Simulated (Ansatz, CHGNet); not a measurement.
For Ge2Sb2Te5 (model structure, started from the Ge2Sb2Te5-Kooi type, P-3m1, No. 164, 9 atoms in the cell), the machine-learned potential CHGNet 0.3.0 (trained on PBE and PBE+U data) gives:

```
Item                   Value
------------------  --------
lattice constant a   4.274 Å
c axis length       18.395 Å
```

Question: What does r²SCAN in Ansatz (plane waves, PAW) give for the same quantities?

Answer: 
- lattice constant a: 4.269 Å (shrinks by 0.1 %)
- lattice parameter c: 17.577 Å (shrinks by 4.4 %)

Changes are worked out from the printed values.

Unless a cell is named, each level is at its own relaxed cell (CHGNet 0.3.0 32.33, r²SCAN 30.82 Å³/atom).

Ansatz's density-functional and Hartree–Fock values are scalar-relativistic unless marked +SOC, with PAW data made under PBE.

A model structure was made by putting elements into a prototype or built by hand; it is no filed structure, need not be a known phase, and can be a saddle point held by its symmetry.

Ansatz is a program for electronic structure.
